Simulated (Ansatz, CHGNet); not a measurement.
For rutile IrO₂, the machine-learned potential CHGNet 0.3.0 (trained on PBE and PBE+U data) gives:

- equilibrium lattice constant a: 4.542 Å
- c axis length: 3.198 Å

Problem. What does PBE in Ansatz (PAW) give for the same quantities?

Solution. 
- lattice constant a: 4.529 Å (decreases by 0.3 %)
- lattice parameter c: 3.180 Å (falls by 0.6 %)

For comparison: lattice constant a 4.505 Å (measured, room temperature, not corrected to a static lattice; as tabulated in Hiroi (2015), arXiv:1503.02262); lattice parameter c 3.159 Å (measured, room temperature, no zero-point or thermal correction; as tabulated in Hiroi (2015), arXiv:1503.02262).

Changes are worked out from the printed values.

Unless a cell is named, each level is at its own relaxed cell (CHGNet 0.3.0 11.00, PBE 10.87 Å³/atom).

Levels without +SOC leave out spin–orbit coupling, which shifts energies and cells of such heavy elements.

The crystal itself was run without spin with PBE; a magnetic state was not tried in these runs.

Ansatz's density-functional and Hartree–Fock values are scalar-relativistic unless marked +SOC, with PAW data made under PBE.

Ansatz is a first-principles code.
